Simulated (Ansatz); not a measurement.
LaBr3 (P6₃/m, No. 176), treated with BLYP (Ansatz, an electronic-structure program, plane waves, PAW).

Input:

Ansatz 0.2 input:
```yaml
crystal:
  lattice:
    - [4.2458545591, -7.3540358179, 0.0]
    - [4.2458545591, 7.3540358179, 0.0]
    - [0.0, 0.0, 4.5013240485]
  atoms:
    - { symbol: La, position: [0.3333333333, 0.6666666667, 0.25] }
    - { symbol: La, position: [0.6666666667, 0.3333333333, 0.75] }
    - { symbol: Br, position: [0.3961135952, 0.3023133544, 0.25] }
    - { symbol: Br, position: [0.0938002408, 0.3961135952, 0.75] }
    - { symbol: Br, position: [0.6976866456, 0.0938002408, 0.25] }
    - { symbol: Br, position: [0.6038864048, 0.6976866456, 0.75] }
    - { symbol: Br, position: [0.9061997592, 0.6038864048, 0.25] }
    - { symbol: Br, position: [0.3023133544, 0.9061997592, 0.75] }
basis:
  ecutwfc: 520
  ecutrho_ratio: 4
  xc_grid: 2
kpoints:
  mp_grid: { grid: [6, 6, 8] }
  band_path:
    path:
      - [0.0, 0.0, 0.0]
      - [0.0, 0.166667, 0.0]
      - [0.0, 0.333333, 0.0]
      - [0.0, 0.5, 0.0]
      - [-0.333333, 0.666667, 0.0]
      - [-0.25, 0.5, 0.0]
      - [-0.166667, 0.333333, 0.0]
      - [-0.083333, 0.166667, 0.0]
      - [0.0, 0.0, 0.083333]
      - [0.0, 0.0, 0.166667]
      - [0.0, 0.0, 0.25]
      - [0.0, 0.0, 0.333333]
      - [0.0, 0.0, 0.416667]
      - [0.0, 0.0, 0.5]
      - [0.0, 0.166667, 0.5]
      - [0.0, 0.333333, 0.5]
      - [0.0, 0.5, 0.5]
      - [-0.333333, 0.666667, 0.5]
      - [-0.25, 0.5, 0.5]
      - [-0.166667, 0.333333, 0.5]
      - [-0.083333, 0.166667, 0.5]
      - [0.0, 0.5, 0.416667]
      - [0.0, 0.5, 0.333333]
      - [0.0, 0.5, 0.25]
      - [0.0, 0.5, 0.166667]
      - [0.0, 0.5, 0.083333]
      - [-0.333333, 0.666667, 0.416667]
      - [-0.333333, 0.666667, 0.333333]
      - [-0.333333, 0.666667, 0.25]
      - [-0.333333, 0.666667, 0.166667]
      - [-0.333333, 0.666667, 0.083333]
    npoints: 1
hamiltonian:
  xc: blyp
  dispersion: none
  pseudopotentials: { kind: paw }
scf:
  occupations: { method: fermi_dirac, width: 0.01 }
  convergence: { dr2_threshold: 0.0000000008 }
output:
  forces: true
  stress: true
  eigenvalues: true
  write_bands: true
```

Output (set-up and result lines):

```
Crystal: 8 atoms, lattice volume = 281.100 Å³
Basis set: ecut = 520 eV, 7529 PW (Γ), exchange–correlation on 128×128×72 points (8 copies of the dense FFT grid, shifted against one another)
Bands: 40, of which v1, the nominal top of the filled ones, is band 32 counted from 1 (31 counted from 0)
Symmetry: 12 space group operations
Space group: P63/m (ITA 176), of the structure as read, at distance tolerance 6.6e-5 Å
k-points: 40 of 288
Functional: x = b88, c = lyp
SCF iter   1: F=—  HF=-29323.250983 eV  |F-HF|=—  |Δ(HF+E_count)|=         —  Δρ=5.41e-3  dr2=1.14e-1
SCF iter   2: F=—  HF=-29323.232127 eV  |F-HF|=—  |Δ(HF+E_count)|=   1.89e-2  Δρ=2.07e-3  dr2=7.80e-3
  ...
SCF iter   8: F=—  HF=-29323.234460 eV  |F-HF|=—  |Δ(HF+E_count)|=   1.73e-8  Δρ=4.90e-7  dr2=8.34e-10
SCF iter   9: F=-29323.234460 eV  HF=-29323.234460 eV  |F-HF|=5.46e-11  |Δ(HF+E_count)|=  9.46e-10  Δρ=1.25e-7  dr2=6.62e-11
SCF 1 converged in 9 iterations: F = -29323.234460 eV  dr2 = 6.62e-11
SCF converged after 9 iterations
Free energy (F): -29323.234460 eV
Internal energy: -29323.234460 eV  (E = F + TS)
E sigma→0 (E₀):  -29323.234460 eV
Fermi energy:    4.904890 eV
--- Forces (eV/Å), atoms counted from 1 ---
  atom   1  La    -0.00000000     0.00000000     0.00000000
  atom   2  La     0.00000000    -0.00000000     0.00000000
  atom   3  Br    -0.00018976    -0.00011014     0.00000000
  atom   4  Br     0.00000050    -0.00021941     0.00000000
  atom   5  Br     0.00019027    -0.00010927     0.00000000
  atom   6  Br     0.00018976     0.00011014     0.00000000
  atom   7  Br    -0.00000050     0.00021941     0.00000000
  atom   8  Br    -0.00019027     0.00010927     0.00000000
--- Stress (GPa, compression-positive) ---
        0.010740       0.000000       0.000000
       -0.000000       0.010740       0.000000
        0.000000       0.000000       0.005470
  P = ⅓ Tr σ = 0.0090 GPa (0.090 kbar)
```

The PAW data were made under PBE.

Note: the cell is over a tenth larger than the published one: the level's own overestimate first of all, though another phase or state, or a fault of the published cell, is possible.
